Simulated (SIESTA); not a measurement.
# A self-consistent single point of CrGa4 (Im-3m, 5 atoms in the cell) with SIESTA

Level of theory: SIESTA with LDA PW92, numerical atomic orbitals DZP, PseudoDojo LDA standard norm-conserving potentials (rewritten from UPF to PSML).

Input as run:

```
# files in the folder: Cr.psml Ga.psml (PseudoDojo LDA standard)
SystemName  CrGa4
SystemLabel siesta

NumberOfAtoms                5
NumberOfSpecies              2
%block ChemicalSpeciesLabel
  1 24 Cr
  2 31 Ga
%endblock ChemicalSpeciesLabel
LatticeConstant              4.872320 Ang
%block LatticeVectors
    -0.577350215    0.577350215    0.577350215
     0.577350215   -0.577350215    0.577350215
     0.577350215    0.577350215   -0.577350215
%endblock LatticeVectors
AtomicCoordinatesFormat      ScaledCartesian
%block AtomicCoordinatesAndAtomicSpecies
     0.000000000    0.000000000    0.000000000  1
     0.288675108    0.288675108   -0.288675108  2
     0.288675108   -0.288675108    0.288675108  2
     0.288675108    0.288675108    0.288675108  2
    -0.288675108    0.288675108    0.288675108  2
%endblock AtomicCoordinatesAndAtomicSpecies

XC.functional                LDA
XC.authors                   PW92
PAO.BasisSize                DZP
PAO.EnergyShift              0.005 Ry
MeshCutoff                   350 Ry
%block kgrid.MonkhorstPack
    4   0   0  0.0
    0   4   0  0.0
    0   0   4  0.0
%endblock kgrid.MonkhorstPack
OccupationFunction           FD
ElectronicTemperature        1160.45 K

MaxSCFIterations             150
SCF.Mixer.Method             Pulay
SCF.Mixer.Weight             0.25
SCF.Mixer.History            8
SCF.DM.Tolerance             1.0E-05
Diag.ParallelOverK           true
WriteForces                  true
Charge.Mulliken              end
```

Output (repeated stretches shortened):

```
reinit: Reading from file input.fdf

reinit: System Name: CrGa4
reinit: System Label: siesta

coor:   Atomic-coordinates input format  =     Cartesian coordinates
coor:                                          (in units of alat)

siesta: Atomic coordinates (Bohr) and species
siesta:      0.00000   0.00000   0.00000  1        1
siesta:      2.65793   2.65793  -2.65793  2        2
siesta:      2.65793  -2.65793   2.65793  2        3
siesta:      2.65793   2.65793   2.65793  2        4
siesta:     -2.65793   2.65793   2.65793  2        5

siesta: System type = bulk

initatomlists: Number of atoms, orbitals, and projectors:      5    91    90

siesta: ******************** Simulation parameters ****************************
redata: Spin configuration                          = none
redata: Time-Reversal Symmetry                      = T
redata: Number of Atomic Species                    =        2
redata: Mesh Cutoff                                 =   350.0000 Ry
redata: Net charge of the system                    =     0.0000 |e|
redata: Min. number of SCF Iter                     =        0
redata: Max. number of SCF Iter                     =      150
redata: SCF convergence failure will abort job
redata: SCF mix quantity                            = Hamiltonian
redata: Mix DM or H after convergence               =   F
redata: Recompute H after scf cycle                 =   F
redata: Mix DM in first SCF step                    =   T
redata: No kicks to SCF
redata: DM Mixing Weight for Kicks                  =     0.5000
redata: Require Harris convergence for SCF          =   F
redata: Harris energy tolerance for SCF             =     0.000100 eV
redata: Require DM convergence for SCF              =   T
redata: DM tolerance for SCF                        =     0.000010
redata: Require EDM convergence for SCF             =   F
redata: EDM tolerance for SCF                       =     0.001000 eV
   [... lines left out ...]
diag: Parallel distribution                         =     1 x     1
diag: Used triangular part                          = Lower
diag: Absolute tolerance                            =  0.100E-15
diag: Orthogonalization factor                      =  0.100E-05
diag: Memory factor                                 =  1.0000

superc: Internal auxiliary supercell:     5 x     5 x     5  =     125
superc: Number of atoms, orbitals, and projectors:    625  11375  11250

                        Single-point calculation

superc: Internal auxiliary supercell:     5 x     5 x     5  =     125
superc: Number of atoms, orbitals, and projectors:    625  11375  11250

outcell: Unit cell vectors (Ang):
       -2.813035    2.813035    2.813035
        2.813035   -2.813035    2.813035
        2.813035    2.813035   -2.813035

outcell: Cell vector modules (Ang)   :    4.872320    4.872320    4.872320
outcell: Cell angles (23,13,12) (deg):    109.4712    109.4712    109.4712
outcell: Cell volume (Ang**3)        :     89.0401
new_DM -- step:     1
Initializing Density Matrix...

Attempting to read DM from file... Failed...
DM filled with atomic data:

InitMesh: MESH = 48 x 48 x 48 = 110592
InitMesh: Mesh cutoff (required, used) =   350.000   402.350 Ry

stepf: Fermi-Dirac step function
        iscf     Eharris(eV)        E_KS(eV)     FreeEng(eV)     dDmax    Ef(eV) dHmax(eV)
   scf:    1   -10627.856902   -10701.779040   -10701.792921  0.917899 -4.161606 34.130482
   scf:    2   -10460.987926   -10663.812995   -10663.824034  0.746782 -6.588451 49.078668
   scf:    3   -10724.430963   -10729.657508   -10729.678326  0.428366 -5.334553  4.907931
   scf:    4   -10713.374948   -10725.417749   -10725.433574  0.388374 -5.908758 13.699533
   scf:    5   -10729.660930   -10730.332888   -10730.356754  0.124986 -5.480800  1.339879
   scf:    6   -10716.682489   -10726.010000   -10726.023810  0.190035 -5.882181 12.654466
   scf:    7   -10730.261206   -10730.377422   -10730.401779  0.153476 -5.521698  0.673062
   scf:    8   -10730.392724   -10730.386557   -10730.411164  0.005441 -5.536454  0.334284
   scf:    9   -10730.390155   -10730.389195   -10730.413980  0.001882 -5.545537  0.070546
mix: Pulay -- inversion failed, > SVD [rank/size] 4 / 7
   scf:   10   -10730.388914   -10730.389207   -10730.414064  0.001451 -5.549739  0.039768
mix: Pulay -- inversion failed, > SVD [rank/size] 4 / 7
   scf:   11   -10730.389294   -10730.389269   -10730.414111  0.000971 -5.548682  0.002976
mix: Pulay -- inversion failed, > SVD [rank/size] 4 / 7
   scf:   12   -10730.389279   -10730.389274   -10730.414112  0.000076 -5.548407  0.001623
mix: Pulay -- inversion failed, > SVD [rank/size] 3 / 7
   scf:   13   -10730.389273   -10730.389274   -10730.414112  0.000019 -5.548457  0.000446
   scf:   14   -10730.389280   -10730.389277   -10730.414111  0.000051 -5.548303  0.003802
   scf:   15   -10730.389272   -10730.389275   -10730.414112  0.000024 -5.548456  0.000412
   scf:   16   -10730.389274   -10730.389274   -10730.414112  0.000005 -5.548474  0.000015
SCF Convergence by DM+H criterion
max |DM_out - DM_in|         :     0.0000048833
max |H_out - H_in|      (eV) :     0.0000153118
SCF cycle converged after 16 iterations

Using DM_out to compute the final energy and forces

siesta: E_KS(eV) =           -10730.3893

siesta: E_KS - E_eggbox =    -10730.3893

siesta: Atomic forces (eV/Ang):
     1    0.000000    0.000000    0.000000
     2    0.000000    0.000000    0.000000
     3    0.000000   -0.000000   -0.000000
     4    0.000000    0.000000   -0.000000
     5   -0.000000    0.000000   -0.000000
   Tot    0.000001    0.000001   -0.000000
   Max    0.000000
   Res    0.000000    sqrt( Sum f_i^2 / 3N )
   Max    0.000000    constrained

Stress tensor Voigt[x,y,z,yz,xz,xy] (kbar):       47.33       47.33       47.33       -0.00        0.00        0.00
(Free)E + p*V (eV/cell)   -10733.0446
Target enthalpy (eV/cell)   -10730.4141

siesta: Program's energy decomposition (eV):
siesta: Ebs     =     -1393.128939
siesta: Eions   =     12305.080055
siesta: Ena     =       580.170060
siesta: Ekin    =      7827.448169
siesta: Enl     =     -4299.630815
siesta: Eso     =         0.000000
siesta: Edftu   =         0.000000
siesta: DEna    =        56.729007
siesta: DUscf   =         2.471175
siesta: DUext   =         0.000000
siesta: Ex      =     -2395.092689
siesta: Ec      =      -197.404127
siesta: Exc     =     -2592.496816
siesta: Eharris =    -10730.389274
siesta: Etot    =    -10730.389274
siesta: FreeEng =    -10730.414112

siesta: Stress tensor (static) (eV/Ang**3):
siesta:     0.029543    0.000000    0.000000
siesta:     0.000000    0.029543   -0.000000
siesta:     0.000000   -0.000000    0.029543

siesta: Cell volume =         89.040051 Ang**3

siesta: Pressure (static):
siesta:                Solid            Molecule  Units
siesta:          -0.00032176         -0.00032176  Ry/Bohr**3
siesta:          -0.02954259         -0.02954259  eV/Ang**3
siesta:         -47.33244039        -47.33244679  kBar

mulliken: Atomic and Orbital Populations:

Species: Cr
Atom  Qatom  Qorb
               3s      4s      4s      3py     3pz     3px     4py     4pz
   [... lines left out ...]
   1 14.281   1.884  -0.475   0.471   1.973   1.973   1.973   0.348   0.348
              0.348   1.236   1.236   1.153   1.236   1.153  -0.087  -0.087

             -0.158  -0.087  -0.158

Species: Ga
Atom  Qatom  Qorb
               4s      4s      4py     4pz     4px     4py     4pz     4px
               3dxy    3dyz    3dz2    3dxz    3dx2-y2 4dxy    4dyz    4dz2
               4dxz    4dx2-y2
   2 12.930   1.423   0.056   0.112   0.112   0.112   0.381   0.381   0.381
              2.001   2.001   1.998   2.001   1.998   0.024   0.024  -0.050

              0.024  -0.050
   3 12.930   1.423   0.056   0.112   0.112   0.112   0.381   0.381   0.381
              2.001   2.001   1.998   2.001   1.998   0.024   0.024  -0.050

              0.024  -0.050
   4 12.930   1.423   0.056   0.112   0.112   0.112   0.381   0.381   0.381
              2.001   2.001   1.998   2.001   1.998   0.024   0.024  -0.050

              0.024  -0.050
   5 12.930   1.423   0.056   0.112   0.112   0.112   0.381   0.381   0.381
              2.001   2.001   1.998   2.001   1.998   0.024   0.024  -0.050

              0.024  -0.050

mulliken: Qtot =       66.000

Mulliken Atomic Populations:
Atom #   charge [q] valence [e]  Species
     1    -0.280625   14.280625  Cr
     2     0.070156   12.929844  Ga
     3     0.070156   12.929844  Ga
     4     0.070156   12.929844  Ga
     5     0.070156   12.929844  Ga
 Total     0.000000
```

The run converged in 16 iterations.

The starting cell comes from a database of computed structures (which also holds hypothetical and non-ambient phases and stackings), without a prior relaxation at this level. Its lattice was rescaled by up to half a per cent. Spin polarisation is off. Values carry the incompleteness of an atom-centred basis. With a pressure of about -5 GPa the cell is away from its equilibrium volume at this level.

Cost on one core of a shared machine: roughly 60 s.
